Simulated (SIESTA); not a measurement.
## A self-consistent single point of Mg (P-3m1, 2 atoms in the cell) with SIESTA

Method: LDA PW92, numerical atomic orbitals DZP, PseudoDojo LDA standard norm-conserving potentials (rewritten from UPF to PSML) run with SIESTA.

Input as run:

```
# files in the folder: Mg.psml (PseudoDojo LDA standard)
SystemName  Mg
SystemLabel Mg

NumberOfAtoms                2
NumberOfSpecies              1
%block ChemicalSpeciesLabel
  1 12 Mg
%endblock ChemicalSpeciesLabel
LatticeConstant              1.0 Bohr
%block LatticeVectors
     3.023911399   -5.237568706    0.000000000
     3.023911399    5.237568706    0.000000000
     0.000000000    0.000000000    9.815936690
%endblock LatticeVectors
AtomicCoordinatesFormat      Ang
%block AtomicCoordinatesAndAtomicSpecies
     1.600185000    0.923869181    1.348593506  1
     1.600185000   -0.923869181    3.895777500  1
%endblock AtomicCoordinatesAndAtomicSpecies

XC.functional                LDA
XC.authors                   PW92
PAO.BasisSize                DZP
PAO.EnergyShift              0.005 Ry
MeshCutoff                   350 Ry
%block kgrid.MonkhorstPack
   12   0   0  0.0
    0  12   0  0.0
    0   0   7  0.0
%endblock kgrid.MonkhorstPack
OccupationFunction           FD
ElectronicTemperature        0.1 eV

MaxSCFIterations             150
SCF.Mixer.Method             Broyden
SCF.Mixer.Weight             0.2
SCF.Mixer.History            8
SCF.DM.Tolerance             1.0E-04
Diag.ParallelOverK           true
WriteForces                  true
Charge.Mulliken              end
```

Log, with long lists cut:

```
reinit: Reading from file input.fdf

reinit: System Name: Mg
reinit: System Label: Mg

coor:   Atomic-coordinates input format  =     Cartesian coordinates
coor:                                          (in Angstroms)

siesta: Atomic coordinates (Bohr) and species
siesta:      3.02391   1.74586   2.54847  1        1
siesta:      3.02391  -1.74586   7.36195  1        2

siesta: System type = bulk

initatomlists: Number of atoms, orbitals, and projectors:      2    18    16

siesta: ******************** Simulation parameters ****************************
redata: Spin configuration                          = none
redata: Time-Reversal Symmetry                      = T
redata: Number of Atomic Species                    =        1
redata: Mesh Cutoff                                 =   350.0000 Ry
redata: Net charge of the system                    =     0.0000 |e|
redata: Min. number of SCF Iter                     =        0
redata: Max. number of SCF Iter                     =      150
redata: SCF convergence failure will abort job
redata: SCF mix quantity                            = Hamiltonian
redata: Mix DM or H after convergence               =   F
redata: Recompute H after scf cycle                 =   F
redata: Mix DM in first SCF step                    =   T
redata: No kicks to SCF
redata: DM Mixing Weight for Kicks                  =     0.5000
redata: Require Harris convergence for SCF          =   F
redata: Harris energy tolerance for SCF             =     0.000100 eV
redata: Require DM convergence for SCF              =   T
redata: DM tolerance for SCF                        =     0.000100
redata: Require EDM convergence for SCF             =   F
redata: EDM tolerance for SCF                       =     0.001000 eV
redata: Require H convergence for SCF               =   T
redata: Hamiltonian tolerance for SCF               =     0.001000 eV
redata: Require (free) Energy convergence for SCF   =   F
redata: (free) Energy tolerance for SCF             =     0.000100 eV
redata: Using DFT-D3 dispersion                     =   F
redata: Using Saved Data (generic)                  =   F
redata: Method of Calculation                       = Diagonalization
redata: Electronic Temperature                      =  1160.4518 K
redata: Number of TDED substeps                     =        3
redata: Dynamics option                             = Single-point calculation
redata: Save all siesta data in one NC              =   F
redata: ***********************************************************************

%block SCF.Mixers
  Broyden
%endblock SCF.Mixers

%block SCF.Mixer.Broyden
  # Mixing method
  method broyden

  # Mixing options
  weight 0.2000
  weight.linear 0.2000
  weight.prime 0.2000
  history 8
%endblock SCF.Mixer.Broyden

DM_history_depth set to one: no extrapolation allowed by default for geometry relaxation
Size of DM history Fstack: 1
Total number of electrons:    20.000000
Total ionic charge:    20.000000

* ProcessorY, Blocksize:    1  19

* Orbital distribution balance (max,min):    18    18

k-point displ. along   1 input, could be:     0.00    0.50
k-point displ. along   2 input, could be:     0.00    0.50
 Kpoints in:          576 . Kpoints trimmed:          516

siesta: k-grid: Number of k-points = 516
siesta: k-points from Monkhorst-Pack grid
siesta: k-cutoff (effective) =    18.180 Ang
siesta: k-point supercell and displacements
siesta: k-grid:    12     0     0      0.000
siesta: k-grid:     0    12     0      0.000
siesta: k-grid:     0     0     7      0.000

diag: Algorithm                                     = D&C
diag: Parallel over k                               =   F
diag: Use parallel 2D distribution                  =   F
diag: Parallel block-size                           = 19
diag: Parallel distribution                         =     1 x     1
diag: Used triangular part                          = Lower
diag: Absolute tolerance                            =  0.100E-15
diag: Orthogonalization factor                      =  0.100E-05
diag: Memory factor                                 =  1.0000

superc: Internal auxiliary supercell:     7 x     7 x     5  =     245
superc: Number of atoms, orbitals, and projectors:    490   4410   3920

                        Single-point calculation

superc: Internal auxiliary supercell:     7 x     7 x     5  =     245
superc: Number of atoms, orbitals, and projectors:    490   4410   3920

outcell: Unit cell vectors (Ang):
        1.600185   -2.771602    0.000000
        1.600185    2.771602    0.000000
        0.000000    0.000000    5.194370

outcell: Cell vector modules (Ang)   :    3.200370    3.200370    5.194370
outcell: Cell angles (23,13,12) (deg):     90.0000     90.0000    120.0000
outcell: Cell volume (Ang**3)        :     46.0749
new_DM -- step:     1
Initializing Density Matrix...

Attempting to read DM from file... Failed...
DM filled with atomic data:

InitMesh: MESH = 32 x 32 x 60 = 61440
InitMesh: Mesh cutoff (required, used) =   350.000   368.417 Ry

stepf: Fermi-Dirac step function

        iscf     Eharris(eV)        E_KS(eV)     FreeEng(eV)     dDmax    Ef(eV) dHmax(eV)
   scf:    1    -3219.218310    -3224.788398    -3224.813740  0.867525 -3.326212  2.835521
   scf:    2    -3224.820757    -3224.804711    -3224.830269  0.018580 -3.349638  2.193799
   scf:    3    -3224.848035    -3224.827782    -3224.854057  0.059003 -3.428827  0.025067
   scf:    4    -3224.827783    -3224.827784    -3224.854070  0.000847 -3.430283  0.005072
   scf:    5    -3224.827788    -3224.827787    -3224.854076  0.000778 -3.431111  0.002754
   scf:    6    -3224.827789    -3224.827788    -3224.854076  0.000159 -3.431501  0.001923
   scf:    7    -3224.827790    -3224.827789    -3224.854076  0.000105 -3.431772  0.001429
   scf:    8    -3224.827791    -3224.827790    -3224.854076  0.000080 -3.431980  0.001061
   scf:    9    -3224.827791    -3224.827791    -3224.854076  0.000061 -3.432139  0.000782

SCF Convergence by DM+H criterion
max |DM_out - DM_in|         :     0.0000611871
max |H_out - H_in|      (eV) :     0.0007822820
SCF cycle converged after 9 iterations

Using DM_out to compute the final energy and forces

siesta: E_KS(eV) =            -3224.8278

siesta: E_KS - E_eggbox =     -3224.8278

siesta: Atomic forces (eV/Ang):
     1   -0.000000   -0.000003   -0.183050
     2    0.000000    0.000003    0.183323
   Tot    0.000000   -0.000000    0.000272
   Max    0.183323
   Res    0.105763    sqrt( Sum f_i^2 / 3N )
   Max    0.183323    constrained

Stress tensor Voigt[x,y,z,yz,xz,xy] (kbar):       -9.50       -9.50       -4.30       -0.00       -0.00        0.00
(Free)E + p*V (eV/cell)    -3224.6308
Target enthalpy (eV/cell)    -3224.8541

siesta: Program's energy decomposition (eV):
siesta: Ebs     =      -907.399411
siesta: Eions   =      3933.755244
siesta: Ena     =       263.074265
siesta: Ekin    =      1827.673353
siesta: Enl     =      -981.914133
siesta: Eso     =         0.000000
siesta: Edftu   =         0.000000
siesta: DEna    =        16.009366
siesta: DUscf   =         0.432585
siesta: DUext   =         0.000000
siesta: Ex      =      -380.317370
siesta: Ec      =       -36.030614
siesta: Exc     =      -416.347984
siesta: Eharris =     -3224.827791
siesta: Etot    =     -3224.827791
siesta: FreeEng =     -3224.854076

siesta: Atomic forces (eV/Ang):
siesta:      1   -0.000000   -0.000003   -0.183050
siesta:      2    0.000000    0.000003    0.183323
siesta: ----------------------------------------
siesta:    Tot    0.000000   -0.000000    0.000272

siesta: Stress tensor (static) (eV/Ang**3):
siesta:    -0.005928    0.000000   -0.000000
siesta:     0.000000   -0.005928   -0.000000
siesta:    -0.000000   -0.000000   -0.002682

siesta: Cell volume =         46.074851 Ang**3

siesta: Pressure (static):
siesta:                Solid            Molecule  Units
siesta:           0.00005278          0.00001601  Ry/Bohr**3
siesta:           0.00484595          0.00147025  eV/Ang**3
siesta:           7.76407261          2.35560288  kBar

mulliken: Atomic and Orbital Populations:

Species: Mg
Atom  Qatom  Qorb
               2s      3s      3s      2py     2pz     2px     3py     3pz
               3px
   1 10.000   1.997   1.531  -0.451   2.016   2.015   2.016   0.306   0.264
              0.306
   2 10.000   1.997   1.531  -0.451   2.016   2.015   2.016   0.306   0.264
              0.306

mulliken: Qtot =       20.000

Mulliken Atomic Populations:
Atom #   charge [q] valence [e]  Species
     1    -0.000015   10.000015  Mg
     2     0.000015    9.999985  Mg
 Total    -0.000000
```

The run converged in 9 iterations.

The starting cell has typed, rounded lattice constants, without a prior relaxation at this level. Its lattice was rescaled by up to half a per cent. One atom was moved a little off its site on purpose. Values carry the incompleteness of an atom-centred basis.
